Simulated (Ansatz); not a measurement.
Data:

```yaml
crystal:
  lattice:
    - [4.25822, 0.00000, 0.00000]
    - [-2.12911, 3.68772, 0.00000]
    - [2.12911, -1.22924, 3.47682]
  atoms:
    - { symbol: In, position: [0.00000, 0.00000, 0.00000] }
    - { symbol: P, position: [0.25000, 0.75000, 0.25000] }
```

The cell is strained (all lengths scaled by 1.02); by r2SCAN it stands under a pressure of -3.5 GPa.

Transport runs along the normal of the first two printed cell vectors, the (111) plane of the conventional cell.

The gap is the functional's own. No spin-orbit coupling. Mid-gap values are those at the computed energy nearest the middle.

Task: State the band gap and the smallest decay constant κ at mid-gap according to r2SCAN (Ansatz, a program for electronic structure).

Result: Gap 0.69 eV on a 10×10×10 mesh; κ = 0.046 1/Å, at the zone centre.
